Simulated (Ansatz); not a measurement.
SnWO4 (P2₁3, No. 198, 24 atoms in the cell; start mp-17844; a measured phase of this formula has another space group), treated with r²SCAN (Ansatz, a quantum-chemistry and plane-wave program, PAW).

Numerical settings: plane-wave cutoff 560 eV, 6×6×6 k mesh, Fermi–Dirac smearing 0.01 eV, no spin polarisation, scalar-relativistic PAW data made under PBE.

Cell (relaxed with PBEsol):

```
CELL_PARAMETERS angstrom
      7.30785     0.00000     0.00000
      0.00000     7.30785     0.00000
      0.00000     0.00000     7.30785
ATOMIC_POSITIONS crystal
  Sn 0.84096 0.84096 0.84096
  Sn 0.65904 0.15904 0.34096
  Sn 0.34096 0.65904 0.15904
  Sn 0.15904 0.34096 0.65904
  W  0.16560 0.16560 0.16560
  W  0.33440 0.83440 0.66560
  W  0.66560 0.33440 0.83440
  W  0.83440 0.66560 0.33440
  O  0.63485 0.22098 0.04829
  O  0.86515 0.77902 0.54829
  O  0.13485 0.27902 0.95171
  O  0.36515 0.72098 0.45171
  O  0.04829 0.63485 0.22098
  O  0.54829 0.86515 0.77902
  O  0.95171 0.13485 0.27902
  O  0.45171 0.36515 0.72098
  O  0.22098 0.04829 0.63485
  O  0.77902 0.54829 0.86515
  O  0.27902 0.95171 0.13485
  O  0.72098 0.45171 0.36515
  O  0.30556 0.30556 0.30556
  O  0.19444 0.69444 0.80556
  O  0.80556 0.19444 0.69444
  O  0.69444 0.80556 0.19444
```

Give the computed band gap, smallest direct gap on the k points sampled and Γ–Γ gap.


- band gap: 3.91 eV
- smallest direct gap on the k points sampled: 3.93 eV
- Γ–Γ gap: 4.20 eV

Note: cell and atoms aren't relaxed at this level (largest force component 0.20 eV/Å, pressure -0.5 GPa).

Spin–orbit coupling is not included.

Computed values are for the static lattice.

The result took roughly 14 core-minutes.

A start named mp-… is a Materials Project structure, which need not be a measured phase.
